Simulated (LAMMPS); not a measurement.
Molecular dynamics of a free-standing liquid film of Cu, 2352 atoms, at 1830 K.

Computed with classical MD, pair style eam, the elements' _u3.eam files (universal-3 set of Foiles, Baskes and Daw); code LAMMPS.

| z (Å) | number density (Å⁻³) |
|---|---|
| -26.75 | 0.0000 |
| -25.75 | 0.0002 |
| -24.75 | 0.0027 |
| -23.75 | 0.0168 |
| -22.75 | 0.0466 |
| -21.75 | 0.0685 |
| -20.75 | 0.0717 |
| -19.75 | 0.0726 |
| -18.75 | 0.0717 |
| -17.75 | 0.0717 |
| -16.75 | 0.0716 |
| -15.75 | 0.0706 |
| -14.75 | 0.0719 |
| -13.75 | 0.0704 |
| -12.75 | 0.0726 |
| -11.75 | 0.0700 |
| -10.75 | 0.0722 |
| -9.750 | 0.0703 |
| -8.750 | 0.0719 |
| -7.750 | 0.0707 |
| -6.750 | 0.0720 |
| -5.750 | 0.0707 |
| -4.750 | 0.0712 |
| -3.750 | 0.0710 |
| -2.750 | 0.0711 |
| -1.750 | 0.0714 |
| -0.7500 | 0.0709 |
| 0.2500 | 0.0712 |
| 1.250 | 0.0709 |
| 2.250 | 0.0706 |
| 3.250 | 0.0716 |
| 4.250 | 0.0711 |
| 5.250 | 0.0711 |
| 6.250 | 0.0715 |
| 7.250 | 0.0716 |
| 8.250 | 0.0703 |
| 9.250 | 0.0720 |
| 10.25 | 0.0707 |
| 11.25 | 0.0712 |
| 12.25 | 0.0707 |
| 13.25 | 0.0719 |
| 14.25 | 0.0704 |
| 15.25 | 0.0715 |
| 16.25 | 0.0711 |
| 17.25 | 0.0707 |
| 18.25 | 0.0714 |
| 19.25 | 0.0723 |
| 20.25 | 0.0720 |
| 21.25 | 0.0678 |
| 22.25 | 0.0486 |
| 23.25 | 0.0174 |
| 24.25 | 0.0027 |
| 25.25 | 0.0002 |
| 26.25 | 0.0000 |

Read from the full data:
- number density in the middle: 0.0712 Å⁻³
